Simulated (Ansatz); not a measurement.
Results of r²SCAN (PAW; Ansatz, a program for electronic structure) for ZnSnN2 (model structure, started from the alpha NaFeO2 type, R-3m, No. 166, 4 atoms in the cell).

Numerical settings: plane-wave cutoff 560 eV, 12×12×12 k mesh, Fermi–Dirac smearing 0.01 eV, scalar-relativistic PAW data made under PBE.

Cell (relaxed at this level):

Space group R-3m, hexagonal axes (No. 166); a = 3.167 Å, b = 3.167 Å, c = 15.451 Å, α = 90.00°, β = 90.00°, γ = 120.00°

| atom | site | symmetry | x | y | z |
|---|---|---|---|---|---|
| Sn | 3a | -3m | 0.0000 | 0.0000 | 0.0000 |
| Zn | 3b | -3m | 0.0000 | 0.0000 | 0.5000 |
| N | 6c | 3m | 0.0000 | 0.0000 | 0.2535 |
(The calculation used a cell of 4 atoms; values per cell refer to that cell.)

**Question.** Estimate the band gap, direct gap at Γ and bulk modulus B0 that the calculation returns.

**Answer.** 
* **band gap**: 1.20 eV (on the SCF k mesh)
* **direct gap at Γ**: 1.38 eV
* **bulk modulus B0**: 189 GPa

Note: the bulk modulus is −V dP/dV from two relaxed cells at ±2 % in volume; the relaxation could raise the start's symmetry but not lower it, so the cell can be a saddle point.

Spin–orbit coupling is not included.

It cost about 4 core-minutes (a rough figure) of CPU time.

A model structure was made by putting elements into a prototype or built by hand; it is no filed structure, need not be a known phase, and can be a saddle point held by its symmetry.
